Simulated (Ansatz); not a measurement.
PbO2 under a change: biaxial strain +3.00 %, plane normal [001], relaxed out of plane

The reference is PbO$_{2}$ in the rutile structure (space group P4_2/mnm, No. 136; a = 4.998 Å, c = 3.411 Å). Axes: x, y, z lie along a, b, c of the conventional cell.

It is then changed as follows: biaxial strain +3.00 %, plane normal [001], relaxed out of plane (Cartesian); in-plane vectors clamped, the third vector and the atoms free.

Calculations: PBEsol, PAW, 420 eV (Ansatz, a first-principles code; spin-orbit coupling left out). Settings: 7×7×10 k-points, 0.05 eV Fermi–Dirac smearing.

- Volume per atom: 14.72 Å³ (base 14.20 Å³)
- Space group: P4_2/mnm (No. 136) (base P4_2/mnm (No. 136))
- Shortest interatomic distance: 2.173 Å (base 2.174 Å)
- Pressure (mean of the normal stresses, compression positive): -2.8 GPa (base 0.0 GPa)
- Band gap: zero (base zero)
- Out-of-plane strain: -2.31 % (rough)

Final structure (turned so that z lies along the plane normal):

```
CELL_PARAMETERS angstrom
      5.14825     0.00000     0.00000
      0.00000     5.14825     0.00000
      0.00000     0.00000     3.33272
ATOMIC_POSITIONS crystal
  Pb 0.00000 0.00000 0.00000
  Pb 0.50000 0.50000 0.50000
  O  0.30836 0.30836 0.00000
  O  0.80836 0.19164 0.50000
  O  0.19164 0.80836 0.50000
  O  0.69164 0.69164 0.00000
```

The mesh was chosen for an insulator and is coarse for the gapless case. Without a gap, meshes like the base's 7×7×10 leave anisotropic stresses uncertain by several tenths of a GPa, and small strain energies with them. Spin-orbit coupling, missing from the scalar runs, can matter with Pb. Stability against distortions was not tested. The final runs are not spin-polarised. Gaps under 0.05 eV, about the width of the smearing, are given as zero. A zero or small gap of PbO2 can be the functional's error rather than a property of the material.
